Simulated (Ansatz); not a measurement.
Start from TiAl (space group P4/mmm, No. 123; a = 2.7963 Å, c = 4.0381 Å; relaxed with 0.1 eV smearing). Axes: x, y, z lie along a, b, c of the conventional cell.

Structures relaxed with DFT with PBEsol, PAW potentials and a 420 eV plane-wave cutoff in Ansatz (a first-principles code), no spin-orbit coupling.

Base:

Simulated powder pattern, Cu Kα1, λ = 1.54056 Å (kinematic, ideal powder, no thermal factors, no anomalous dispersion; the 14 strongest lines at most, above 2 %, up to 2θ = 90°):

```
2θ (°)  I/Imax (%)    hkl
------  ----------  -----
21.99          9.0  (001)
31.98          6.8  (100)
39.15          100  (101)
44.85           17  (002)
45.85           31  (110)
51.41          2.8  (111)
56.14          2.0  (102)
66.08           19  (112)
66.86          9.1  (200)
78.86           11  (103)
80.30           21  (211)
84.15          9.2  (202)
```

It is then changed as follows: tensile biaxial strain of 1.00 % in the plane normal to [001], as in epitaxy on a mismatched substrate; the out-of-plane cell vector and the atoms relax.

Task: How do the reflections move or split?

Result: 
Simulated powder pattern, Cu Kα1, λ = 1.54056 Å (kinematic, ideal powder, no thermal factors, no anomalous dispersion; the 14 strongest lines at most, above 2 %, up to 2θ = 90°):

| 2θ (°) | I/Imax (%) | hkl |
|---|---|---|
| 22.23 | 8.7 | (001) |
| 31.65 | 6.9 | (100) |
| 39.03 | 100 | (101) |
| 45.37 | 47 | (002) |
| 51.09 | 2.9 | (111) |
| 66.11 | 28 | (112) |
| 79.52 | 32 | (103) |
| 83.83 | 9.2 | (202) |

The indices refer to the base's conventional cell; one index is shown for lines that coincide.

Stability against distortions was not tested. All final runs are without spin polarisation.
